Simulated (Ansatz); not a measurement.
Zr on the B site in zinc-blende BN: one set of geometries, relaxed with PBE, evaluated in Ansatz (PAW, plane waves to 420 eV, 500 eV under r2SCAN) with PBE, r2SCAN.

Details: 64-site cell; 2×2×2 shifted k-points; start: the B site; energies good to tenths of an eV; flagged in the runs: a doubtful potential alignment, a strain field that reaches the edge of the cell.

| quantity | PBE | r2SCAN |
|---|---|---|
| host gap (eV) | 4.46 | 4.99 |
| neutral formation energy against alpha boron, hcp Zr (eV) | 10.75 | 10.57 |
| largest moment on one atom at charge 0 (μB) | 0.23 | 0.26 |

PBE narrows the gap by 0.53 eV against r2SCAN, the highest level run.

Ansatz is an electronic-structure program.
